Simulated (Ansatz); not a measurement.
How a calculation on BSe (P6_3/mmc, 8 atoms in the cell) responds to its settings

```cif
data_B4Se4
_chemical_formula_sum 'B4 Se4'
_space_group_name_H-M_alt 'P 1'
_space_group_IT_number 1
_cell_length_a 2.99855
_cell_length_b 2.99855
_cell_length_c 12.95054
_cell_angle_alpha 90.000
_cell_angle_beta 90.000
_cell_angle_gamma 120.000
loop_
_space_group_symop_operation_xyz
  'x, y, z'
loop_
_atom_site_label
_atom_site_type_symbol
_atom_site_fract_x
_atom_site_fract_y
_atom_site_fract_z
_atom_site_occupancy
B1 B 0.33333 0.66667 0.17100 1
B2 B 0.66667 0.33333 0.67100 1
B3 B 0.66667 0.33333 0.82900 1
B4 B 0.33333 0.66667 0.32900 1
Se1 Se 0.33333 0.66667 0.60160 1
Se2 Se 0.66667 0.33333 0.10160 1
Se3 Se 0.66667 0.33333 0.39840 1
Se4 Se 0.33333 0.66667 0.89840 1
```

Base run A: PBE in Ansatz (a program for electronic structure), self-consistent single point.

Its settings: kpoints.mp_grid.grid = 9 9 2; hamiltonian.xc = pbe; hamiltonian.pseudopotentials = {kind: paw} (the program's default PAW files); scf.occupations.method = gaussian; scf.occupations.width = 0.01 Ry.

The starting cell was generated: these elements placed on a structure prototype, without a prior relaxation; it need not be a known phase or ordering of this composition. In the base run, with a pressure of about 30 GPa the cell is away from its equilibrium volume at this level. In the base run, forces exceed 1 eV/Å. Ansatz's pressure includes its estimate of the finite-basis (Pulay) stress. The run gives no clean gap (levels at the Fermi energy touch, overlap or are partly filled at this smearing), which alone does not show that the compound is a metal.

ΔF is the free energy per atom less that of run A. 

```tsv
run	kpoints.mp_grid.grid, scf.occupations.width	ΔF (meV/atom)	pressure (GPa)	largest force (eV/Å)	TS (meV/atom)	k-points
A	9 9 2, 0.01 Ry	0.00	29.54	3.831	0.4	24
B	7 7 2, 0.0022 Ry	4.5	29.69	3.823	0.1	16
C	7 7 2, 0.0073 Ry	4.3	29.68	3.822	0.3	16
D	7 7 2, 0.022 Ry	3.1	29.48	3.811	2.4	16
E	9 9 2, 0.0022 Ry	0.20	29.57	3.833	0.0	24
F	9 9 2, 0.0073 Ry	0.09	29.56	3.833	0.2	24
G	9 9 2, 0.022 Ry	-0.66	29.44	3.824	1.6	24
H	10 10 2, 0.0022 Ry	-0.36	29.24	3.814	0.0	28
I	10 10 2, 0.0073 Ry	-0.46	29.26	3.816	0.2	28
J	10 10 2, 0.022 Ry	-1.18	29.36	3.822	1.6	28
```

Run H against A: The free energy hardly moves (within 1 meV/atom), the pressure goes from 29.54 to 29.24 GPa and the largest force goes from 3.831 to 3.814 eV/Å.

Run B against A: The free energy goes up by 4.5 meV/atom, the pressure goes from 29.54 to 29.69 GPa and the largest force hardly changes (3.831 to 3.823 eV/Å).

Keys are those of Ansatz 0.2.
